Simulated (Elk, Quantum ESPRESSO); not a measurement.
A Quantum ESPRESSO input for a self-consistent single point of SnS (F-43m, 2 atoms in the cell) (DFT, PBEsol, plane waves, GBRV 1.5 ultrasoft (PBESOL) pseudopotentials):

```fortran
&CONTROL
    calculation = 'scf'
    prefix = 'sns'
    outdir = './work'
    pseudo_dir = './'
    tprnfor = .true.
    tstress = .true.
/
&SYSTEM
    ibrav = 2
    celldm(1) = 12.34044072
    nat = 2
    ntyp = 2
    ecutwfc = 40
    ecutrho = 200
    occupations = 'smearing'
    smearing = 'gaussian'
    degauss = 0.0073499
/
&ELECTRONS
    conv_thr = 1.0d-10
/
ATOMIC_SPECIES
Sn   118.7100  sn_pbesol_v1.4.uspp.F.UPF
S     32.0600  s_pbesol_v1.4.uspp.F.UPF
ATOMIC_POSITIONS {angstrom}
Sn    0.00000000    0.00000000    0.00000000
S    -4.89771000    4.89771000    4.89771000
K_POINTS {automatic}
5 5 5  0 0 0
```

**Question.** Give the Elk input for the same structure, mesh, smearing and functional.

**Answer.** One input that does it (others would too):

```
tasks
  0

xctype
  22

stype
  0

swidth
  0.00367493

maxscl
  100

scale
  1.889726125

avec
    0.0000000000    3.2651400000    3.2651400000
    3.2651400000    0.0000000000    3.2651400000
    3.2651400000    3.2651400000    0.0000000000

atoms
  2
  'Sn.in'
  1
  0.0000000000  0.0000000000  0.0000000000    0.0 0.0 0.0
  'S.in'
  1
  0.7500000000  0.7500000000  0.7500000000    0.0 0.0 0.0

ngridk
  5 5 5
```

Basis, cutoffs, solver keys and any potentials are the target program's own. This input uses DFT, PBEsol, all-electron FP-LAPW, Elk's shipped species files, default APW+lo basis. Both were run: gap on the mesh 0.437 eV in Quantum ESPRESSO and 0.420 in Elk.

On Elk: the starting cell comes from a database of computed structures (which also holds hypothetical and non-ambient phases and stackings), without a prior relaxation at this level. Values depend on the basis (sphere radii, cutoffs, local orbitals), which need not be converged.

On Quantum ESPRESSO: the starting cell comes from a database of computed structures (which also holds hypothetical and non-ambient phases and stackings), without a prior relaxation at this level.
